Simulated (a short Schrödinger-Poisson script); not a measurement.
# Symmetric double-gate stack, SiO2 on p-type InP

Stack: symmetric double-gate stack, SiO2 on p-type InP, at 300 K.

| layer | material | thickness (nm) | Na (cm⁻³) |
|---|---|---|---|
| 1 | SiO2 | 2.5 | - |
| 2 | InP | 2 | 4e17 |
| 3 | SiO2 | 2.5 | - |

Constants are typed, rounded textbook-type inputs, not results; the design itself was drawn at random and stands for no fabricated device. SiO2: permittivity 3.9, conduction-band edge (eV) 3.48, gap (eV) 9, electron mass (mₑ) 0.5. InP: permittivity 12.5, conduction-band edge (eV) 0, gap (eV) 1.344, Nv at 300 K (cm⁻³) 1.1e19.

Channel valleys (confinement mass, in-plane density-of-states mass, number): Γ 0.08, 0.08, 1. At the gates, both at one voltage, the conduction-band edge of layer 1 lies 3.87 eV − eVg above the Fermi level of the channel. Gaps are held at their typed values at every temperature. Mesh 0.03 nm at interfaces.

From a short Schrödinger-Poisson script (our own, NumPy): 1D Poisson equation in equilibrium, electrons quantum, Hartree (BenDaniel-Duke, 12 states a valley, the channel's in-plane mass for all, wave functions free to enter the dielectric), parabolic valleys, classical holes, full ionisation, no traps, pinning or gate leakage.

| Vg (V) | electrons (cm⁻²) | C (μF/cm²) | Γ E0 (meV) | Γ E1 (meV) |
|---|---|---|---|---|
| 0.5 | 4.55e7 | < 0.003 | 254.7 | 1689.4 |
| 0.6 | 2.17e9 | 0.0136 | 154.8 | 1589.6 |
| 0.7 | 8.20e10 | 0.415 | 59.6 | 1494.3 |
| 0.8 | 6.76e11 | 1.39 | -4.4 | 1429.4 |
| 0.9 | 1.65e12 | 1.68 | -45.3 | 1387.3 |
| 1 | 2.72e12 | 1.75 | -80.4 | 1350.7 |
| 1.1 | 3.82e12 | 1.76 | -114.0 | 1315.7 |
| 1.2 | 4.92e12 | 1.77 | -147.2 | 1281.0 |
| 1.3 | 6.03e12 | 1.77 | -180.3 | 1246.4 |
| 1.4 | 7.13e12 | 1.77 | -213.4 | 1211.8 |
| 1.5 | 8.24e12 | 1.77 | -246.5 | 1177.2 |
| 1.6 | 9.34e12 | 1.77 | -279.6 | 1142.7 |
| 1.7 | 1.04e13 | 1.77 | -312.7 | 1108.1 |
| 1.8 | 1.16e13 | 1.77 | -345.7 | 1073.5 |

Gate voltages with under 1e6 electrons/cm² are left out.

Subbands count from the Fermi level. The capacitance is that of both gates.

Above a few 1e12 electrons/cm² a light Γ valley is non-parabolic and upper valleys begin to fill, which the model leaves out.
